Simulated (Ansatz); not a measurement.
CsCl-type YAu, treated with LDA (Ansatz, a program for electronic structure, PAW).

Numerical settings: plane-wave cutoff 520 eV, 16×16×16 k mesh, Fermi–Dirac smearing 0.05 eV, scalar-relativistic PAW data made under PBE.

Cell (relaxed at this level):

Space group Pm-3m (No. 221); a = b = c = 3.5147 Å, α = β = γ = 90.00°

```
atom  site  symmetry       x       y       z
----  ----  --------  ------  ------  ------
Y       1b      m-3m  0.5000  0.5000  0.5000
Au      1a      m-3m  0.0000  0.0000  0.0000
```

Task: What does this level give for the bulk modulus?

Result: 
bulk modulus: 105 GPa

The run finds no gap.

Note: the bulk modulus is −V dP/dV from two relaxed cells at ±2 % in volume; the relaxation could not lower the start's symmetry, so the cell can be a saddle point above a distorted one.

Spin–orbit coupling is not included; it can shift volumes and moduli of such heavy elements.

The computed numbers hold no vibrational or temperature effects.

The result took roughly 50 core-seconds.
